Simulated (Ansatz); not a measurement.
Band structure of MgAl3 (I4/mmm, 4 atoms in the cell).

```
MgAl3
1.0
   -2.04547     2.04547     4.12038
    2.04547    -2.04547     4.12038
    2.04547     2.04547    -4.12038
Mg Al
1 3
Cartesian
  0.00000   0.00000   0.00000
  0.00000   0.00000   4.12038
  2.04547   0.00000   2.06019
  0.00000   2.04547   2.06019
```

Method: PBEsol, PAW files made with PBE (plane waves; Ansatz, a first-principles code).

Settings: basis.ecutwfc = 420 eV; kpoints.mp_grid.grid = 8 8 8; hamiltonian.xc = pbesol; hamiltonian.pseudopotentials = {kind: paw} (the program's default PAW files); scf.occupations.method = gaussian; scf.occupations.width = 0.1 eV; kpoints.band_path.npoints = 8.

The starting cell comes from a database of computed structures (which also holds hypothetical and non-ambient phases and stackings), without a prior relaxation at this level.

Levels in eV from the Fermi level, bands 7 to 13:
| point | 7 | 8 | 9 | 10 | 11 | 12 | 13 |
|---|---|---|---|---|---|---|---|
| Γ | -1.21 | -0.61 | -0.61 | 0.20 | 0.20 | 0.53 | 0.98 |
| X | -4.18 | -4.05 | -3.70 | -2.71 | 1.44 | 2.14 | 3.08 |
| Y | -5.77 | -4.74 | -1.81 | -0.92 | 1.69 | 2.38 | 3.29 |
| S | -6.20 | -1.09 | 0.27 | 0.82 | 2.32 | 2.54 | 3.40 |
| Z | -2.20 | -2.20 | -1.37 | -0.30 | 5.47 | 5.56 | 5.56 |
| S1 | -6.20 | -1.09 | 0.27 | 0.82 | 2.32 | 2.54 | 3.40 |
| N | -3.28 | -3.22 | -0.06 | 0.63 | 1.52 | 2.14 | 4.11 |
| P | -5.51 | -4.71 | -1.38 | -1.38 | -1.02 | -0.40 | 6.76 |
| Y1 | -5.77 | -4.74 | -1.81 | -0.92 | 1.69 | 2.38 | 3.29 |

Bands cross the Fermi level along this path, so the cell is metallic at this level.

Keys are those of Ansatz 0.2.
